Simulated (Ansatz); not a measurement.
Base system: SrTiO3 in the cubic perovskite structure (space group Pm-3m, No. 221; a = 3.854 Å). Axes: x, y, z lie along the cube axes.

Method: LDA, PAW, 420 eV (Ansatz, an electronic-structure program; no spin-orbit coupling).

Before the change:

```
Item                             Value
-----------------------------  -------
Shortest interatomic distance  1.927 Å
```

It is then changed as follows: biaxial strain +0.50 %, plane normal [111], relaxed out of plane (Cartesian); in-plane vectors clamped, the third vector and the atoms free.

### Question
What does the calculation give for the shortest interatomic distance and out-of-plane strain after the change?

### Answer
The shortest interatomic distance goes up by 0.004 Å, from 1.927 Å to 1.931 Å; the out-of-plane strain comes out as -0.34 %.

Whether these cells are dynamically stable was not tested. The final runs are not spin-polarised. Many cubic perovskites are stable only at high temperature; tilts and polar distortions were not tested.
